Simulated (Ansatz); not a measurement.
Density of states of VPt3 (R-3m) near the Fermi level, Ansatz (an electronic-structure program) with PBEsol, rigid bands.

(E − E_F (eV), states/eV/cell): (-1.92, 3.99); (-1.82, 4.54); (-1.72, 4.43); (-1.62, 4.56); (-1.52, 4.59); (-1.42, 4.53); (-1.32, 4.96); (-1.22, 3.73); (-1.12, 3.67); (-1.02, 4.07); (-0.92, 6.74); (-0.82, 6.65); (-0.72, 4.85); (-0.62, 3.69); (-0.52, 3.70); (-0.42, 4.13); (-0.32, 3.79); (-0.22, 3.26); (-0.12, 2.96); (-0.02, 3.46); (0.08, 3.21); (0.18, 3.03); (0.28, 2.93); (0.38, 3.30); (0.48, 5.57); (0.58, 5.15); (0.68, 4.54); (0.78, 3.38); (0.88, 3.40); (0.98, 3.40); (1.08, 3.38); (1.18, 3.56); (1.28, 3.72); (1.38, 3.51); (1.48, 3.49); (1.58, 3.72); (1.68, 4.22); (1.78, 4.87); (1.88, 4.85)

Q: With 4 atoms a cell, what bare Sommerfeld coefficient γ = (π²/3) k_B² N(E_F) follows?

A: N(E_F) ≈ 3.4 states/eV a cell at 300 K, so γ ≈ 1.98 mJ/(mol of atoms·K²), before many-body enhancement (phonons, spin fluctuations, correlation).

Q: How far does the Fermi level move in a rigid band for 0.1 electron a cell added or removed?

A: 30 meV and -30 meV.

A metal at this level (no band gap); rigid bands, thermally averaged at 300 K, both spins. Spin-orbit coupling is left out, which matters with elements this heavy. Geometry: cell and atoms relaxed with PBEsol.

Computed structure with no diffraction record at hand here (it may be known, metastable or hypothetical): VPt3 (R-3m). Treated as nonmagnetic (a ferromagnetic start lost its moment, other orders weren't tried): VPt3 (R-3m).
